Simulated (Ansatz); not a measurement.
Results of LDA (Ansatz, an electronic-structure program, PAW) for corundum In₂O₃ (high-pressure phase).

Run with plane-wave cutoff 520 eV, 8×8×8 k mesh, Fermi–Dirac smearing 0.01 eV, scalar-relativistic PAW data made under PBE.

Computed at the level's own relaxed cell.

**Question.** What does this level give for the band gap, smallest direct gap on the k points sampled, lattice parameter a and lattice parameter c?

**Answer.** 
band gap: 1.29 eV
smallest direct gap on the k points sampled: 1.32 eV
lattice parameter a: 5.461 Å
lattice parameter c: 14.370 Å

Spin–orbit coupling is not included.

Computing time: about 2.9 core-minutes (a rough figure).
